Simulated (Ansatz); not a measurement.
Electron-phonon data for LiTi₂O₄ (Fd-3m)

Here is the system:

```yaml
crystal:
  lattice:
    - [0.00000, 4.17557, 4.17557]
    - [4.17557, 0.00000, 4.17557]
    - [4.17557, 4.17557, 0.00000]
  atoms:
    - { symbol: Li, position: [0.75000, 0.75000, 0.75000] }
    - { symbol: Li, position: [0.50000, 0.50000, 0.50000] }
    - { symbol: Ti, position: [0.12500, 0.12500, 0.12500] }
    - { symbol: Ti, position: [0.62500, 0.12500, 0.12500] }
    - { symbol: Ti, position: [0.12500, 0.12500, 0.62500] }
    - { symbol: Ti, position: [0.12500, 0.62500, 0.12500] }
    - { symbol: O, position: [0.33828, 0.88724, 0.88724] }
    - { symbol: O, position: [0.36276, 0.36276, 0.91172] }
    - { symbol: O, position: [0.88724, 0.33828, 0.88724] }
    - { symbol: O, position: [0.36276, 0.36276, 0.36276] }
    - { symbol: O, position: [0.88724, 0.88724, 0.88724] }
    - { symbol: O, position: [0.36276, 0.91172, 0.36276] }
    - { symbol: O, position: [0.88724, 0.88724, 0.33828] }
    - { symbol: O, position: [0.91172, 0.36276, 0.36276] }
```

These are PBEsol, DFPT electron-phonon coupling, linearised Boltzmann equation (plane waves, PAW, scalar-relativistic; Ansatz, a first-principles code) values and carry that method's errors. Geometry: relaxed with this functional, without spin-orbit coupling.

```
Property                                                                                                Value
----------------------------------------------------------------------------------  -------------------------
resistivity at 300 K                                                                                120 μΩ·cm
resistivity at 77 K                                                                                 5.7 μΩ·cm
electron mean free path at 300 K (weighted by the current that each state carries)                    1.70 nm
electron-phonon coupling λ                                                                               0.78
transport coupling λ_tr                                                                                  0.84
logarithmic mean phonon energy                                                                         37 meV
density of states at the Fermi level                                                3.0 states/(eV·spin·cell)
Drude plasma energy                                                                                    2.6 eV
Hall coefficient at 300 K                                                                     -22 ×10⁻¹¹ m³/C
Tc for μ* = 0.10 (anisotropic Eliashberg)                                                              18.4 K
Tc for μ* = 0.13 (anisotropic Eliashberg)                                                              14.2 K
```

A metal at this level (no band gap). Only scattering by harmonic phonons is included (no impurities, grain boundaries, electron-electron scattering or thermal expansion). Spin-orbit coupling is left out. Values near or above 100 μΩ·cm, or paths under about 2 nm, lie near resistivity saturation, where the Boltzmann equation overshoots. Halving the electron mesh (20x20x20) moves the resistivity by up to 1 % at 300 K, the mean free path by up to 1 %, the coupling by up to 1 %, Tc by up to 1 %. Smearing 0.20 eV; phonons on a 3x3x3 q mesh, which this run doesn't test and which matters most at low temperature. Tc comes from the anisotropic Migdal-Eliashberg equations with μ*, a chosen number, referred to 43 meV.

Formula and space group known from diffraction (Crystallography Open Database), not checked to be the room-temperature form: LiTi2O4 (Fd-3m).
